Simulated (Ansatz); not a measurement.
Consider Mo in the bcc (W type) structure (space group Im-3m, No. 229; a = 3.112 Å; relaxed with 0.1 eV smearing). Axes: x, y, z lie along the cube axes.

All numbers come from DFT with LDA, PAW potentials and a 420 eV plane-wave cutoff in Ansatz (a quantum-chemistry and plane-wave program), without spin-orbit coupling.

Modification: tensile biaxial strain of 2.00 % in the plane normal to [001], as in epitaxy on a mismatched substrate; the out-of-plane cell vector and the atoms relax.

Predict the new energy relative to the base, ratio −ε⊥/ε∥ and in-plane stress.

The energy grows by 20 meV/atom; the ratio −ε⊥/ε∥ amounts to 0.67; the mean in-plane stress (compression positive) is -10.5 GPa.

Stability against distortions was not tested. All final runs are without spin polarisation.
